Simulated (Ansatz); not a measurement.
BSi (P6₃mc, No. 186, 4 atoms in the cell; start mp-978495) was calculated with PBE (PAW; Ansatz, a first-principles code).

Settings: plane-wave cutoff 520 eV, 24×24×10 k mesh (along the axes of the cell as run), Fermi–Dirac smearing 0.05 eV, scalar-relativistic PAW data made under PBE.

Cell (relaxed at this level):

```xyz
4
Lattice="3.1702 0.0000 0.0000 -1.5851 2.7455 0.0000 0.0000 0.0000 5.8711" Properties=species:S:1:pos:R:3 pbc="T T T"
Si     0.0000     1.8303     2.0930
Si     1.5851     0.9152     5.0286
B      0.0000     1.8303     0.1086
B      1.5851     0.9152     3.0441
```

Q: Give the computed bulk modulus.

A: 
* **bulk modulus**: 117 GPa

The run finds no gap.

Note: the bulk modulus is −V dP/dV from two relaxed cells at ±2 % in volume; the relaxation could not lower the start's symmetry, so the cell can be a saddle point above a distorted one.

The computed numbers hold no vibrational or temperature effects.

Cost on a shared machine: about 90 core-seconds (a rough figure).

A start named mp-… is a Materials Project structure, which need not be a measured phase.
